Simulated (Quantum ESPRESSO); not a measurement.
Habitual settings against a tight run: Re (P6_3/mmc, 4 atoms in the cell)

Self-consistent single point.

```
Re
1.0
    2.74952     0.00000     0.00000
   -1.37476     2.38115     0.00000
    0.00000     0.00000     8.88432
Re
4
Direct
  0.00000   0.00000   0.00000
  0.00000   0.00000   0.50000
  0.33333   0.66667   0.25000
  0.66667   0.33333   0.75000
```

Level of theory: PBE, SSSP 1.1.2 efficiency (PBE) pseudopotentials (plane waves; Quantum ESPRESSO).

Base settings: ecutwfc = 40 Ry; ecutrho = 320 Ry; occupations = smearing; smearing = gaussian; degauss = 0.019992 Ry; potentials = {Re: Re_pbe_v1.2.uspp.F.UPF}; K_POINTS = automatic 11 11 3 0 0 0; conv_thr = 1e-10 Ry.

Tight run (finer mesh or higher cutoff; not a proven limit): ecutwfc: 40 Ry → 56 Ry; ecutrho: 320 Ry → 448 Ry; conv_thr: 1e-10 Ry → 7.3e-11 Ry; K_POINTS: automatic 11 11 3 0 0 0 → automatic 15 15 5 0 0 0. It gave Fermi level (on the code's own zero) 24.82 eV; pressure 10.26 GPa.

Quick runs, as changes from the base:
- A: the base itself
- B: ecutwfc: 40 Ry → 28 Ry; ecutrho: 320 Ry → 224 Ry; conv_thr: 1e-10 Ry → 7.3e-06 Ry; K_POINTS: automatic 11 11 3 0 0 0 → automatic 8 8 8 0 0 0
- C: K_POINTS: automatic 11 11 3 0 0 0 → automatic 4 4 4 0 0 0
- D: ecutwfc: 40 Ry → 32 Ry; ecutrho: 320 Ry → 256 Ry; smearing: gaussian → marzari-vanderbilt; degauss: 0.019992 Ry → 0.0147 Ry; pseudopotentials: {Re: Re_pbe_v1.2.uspp.F.UPF} → {Re: re_lda_v1.2.uspp.F.UPF}; K_POINTS: automatic 11 11 3 0 0 0 → automatic 6 6 6 0 0 0 [LDA (PZ)]
- E: ecutwfc: 40 Ry → 28 Ry; ecutrho: 320 Ry → 224 Ry; smearing: gaussian → methfessel-paxton; K_POINTS: automatic 11 11 3 0 0 0 → automatic 4 4 4 0 0 0
- F: ecutwfc: 40 Ry → 24 Ry; ecutrho: 320 Ry → 192 Ry; K_POINTS: automatic 11 11 3 0 0 0 → automatic 3 3 3 1 1 1

Energies are extrapolated to zero smearing width, which holds to low order in the width alone (under cold and Methfessel-Paxton smearing the free energy itself is taken).

Dashes: pressure of B, not trusted under this conv_thr with d or f elements; time of B, E, F, under 30 s; energy of D, another energy zero.

† marks runs with another functional, U, potentials or spin treatment: their distance from the tight run is not a convergence error alone.

The count of work is k-points × plane waves × bands × iterations; it is no time. Core times come from one kind of shared machine and are given to one figure; runs under 30 s give none.

The starting cell comes from a database of computed structures (which also holds hypothetical and non-ambient phases and stackings), without a prior relaxation at this level. Its lattice was rescaled by a random factor within 2.5 % of one. Spin polarisation is off. In the base run, with a pressure of about 10 GPa the cell is away from its equilibrium volume at this level.

```tsv
run	energy less tight (meV/atom)	pressure less tight (GPa)	count of work / tight	core time / tight (rough)
A	15.9	-0.29	0.22	0.3
B	64.7	–	0.10	–
C	1.8	-0.90	0.090	0.2
D†	–	-15.70	0.14	0.2
E	46.1	-1.82	0.054	–
F	185.2	-25.35	0.021	–
```

Among the runs at the tight run's level, the energy misses run from 1.8 to 185.2 meV/atom.
